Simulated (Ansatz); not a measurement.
# A computed series for Cu3N: response to strain

Consider Cu3N (space group Pm-3m, No. 221).

```cif
data_Cu3N
_chemical_formula_sum 'Cu3 N1'
_space_group_name_H-M_alt 'P 1'
_space_group_IT_number 1
_cell_length_a 3.72085
_cell_length_b 3.72085
_cell_length_c 3.72085
_cell_angle_alpha 90.000
_cell_angle_beta 90.000
_cell_angle_gamma 90.000
loop_
_space_group_symop_operation_xyz
  'x, y, z'
loop_
_atom_site_label
_atom_site_type_symbol
_atom_site_fract_x
_atom_site_fract_y
_atom_site_fract_z
_atom_site_occupancy
Cu1 Cu 0.50000 0.00000 0.00000 1
Cu2 Cu 0.00000 0.50000 0.00000 1
Cu3 Cu 0.00000 0.00000 0.50000 1
N1 N 0.00000 0.00000 0.00000 1
```

Strains are applied to the cell and any free atomic positions relax.

Level of theory: Kohn–Sham DFT with the LDA functional, run in Ansatz (a program for electronic structure) with PAW and 420 eV plane waves, without spin-orbit coupling.

Notes on the quantities. energy relative to the base: free energy F.

```tsv
variant	energy relative to the base	shortest interatomic distance	pressure
base	0 meV/atom	1.860 Å	0.0 GPa
isotropic strain −3.00 %	___	1.805 Å	___
isotropic strain −2.40 %	+34 meV/atom	1.816 Å	12.8 GPa
isotropic strain −1.80 %	+19 meV/atom	1.827 Å	9.2 GPa
isotropic strain −1.20 %	+8.1 meV/atom	1.838 Å	5.9 GPa
isotropic strain −0.60 %	+2.0 meV/atom	1.849 Å	2.8 GPa
```

Q: Complete the table.

A: 
- isotropic strain −3.00 %, energy relative to the base: +54 meV/atom
- isotropic strain −3.00 %, pressure: 16.8 GPa

No phonon test of stability was made. All final runs are without spin polarisation.
